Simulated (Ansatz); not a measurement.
# La₃In in the Cu3Au type structure (space group Pm-3m, No. 221)

```cif
data_InLa3
_chemical_formula_sum 'La3 In1'
_space_group_name_H-M_alt 'Pm-3m'
_space_group_IT_number 221
_space_group_name_Hall '-P 4 2 3'
_cell_length_a 4.96586
_cell_length_b 4.96586
_cell_length_c 4.96586
_cell_angle_alpha 90.000
_cell_angle_beta 90.000
_cell_angle_gamma 90.000
loop_
_atom_site_label
_atom_site_type_symbol
_atom_site_symmetry_multiplicity
_atom_site_Wyckoff_symbol
_atom_site_fract_x
_atom_site_fract_y
_atom_site_fract_z
_atom_site_occupancy
La1 La 3 c 0.00000 0.50000 0.50000 1
In1 In 1 a 0.00000 0.00000 0.00000 1
```

The values are results of PBEsol, PAW, 420 eV (Ansatz, an electronic-structure program; scalar-relativistic without spin-orbit coupling), not measurements. k-mesh 10×10×10 (Γ-centred); smearing 0.05 eV (Fermi–Dirac).

| Quantity | Result |
|---|---|
| Volume per atom | 30.61 Å³ |
| Density | 7.21 g/cm³ |
| Band gap | zero |
| Total energy | -6002.637 eV/atom (σ→0; compares only within this code and set-up) |

Whether these cells are dynamically stable was not tested.
